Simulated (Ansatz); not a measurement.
## C: response to strain

Base system: C in the diamond structure (space group Fd-3m, No. 227; a = 3.560 Å). Axes: x, y, z lie along the cube axes.

Strains are applied to the cell and any free atomic positions relax; under biaxial strain the out-of-plane vector relaxes too.

Computed with Ansatz (a program for electronic structure), r2SCAN, PAW, cutoff 500 eV, scalar-relativistic without spin-orbit coupling.

Notes on the quantities. energy relative to the base: free energy F.

```tsv
biaxial strain, plane normal [001], relaxed out of plane (%)	energy relative to the base (meV/atom)
-3	40.6
-2.5	27.9
-2	17.7
-1.5	9.9
-1	?
-0.5	1.1
0	0.0
```

Fit ΔE = Aε² + Bε³ (ε in %) to the rows shown and predict the withheld row.

Least squares on the printed values gives A = 4.26 and B = -0.082 meV/atom (largest residual 0.0 meV/atom); this predicts 4.3 meV/atom, and the run gives 4.3 meV/atom, in agreement.

Stability against distortions was not tested.
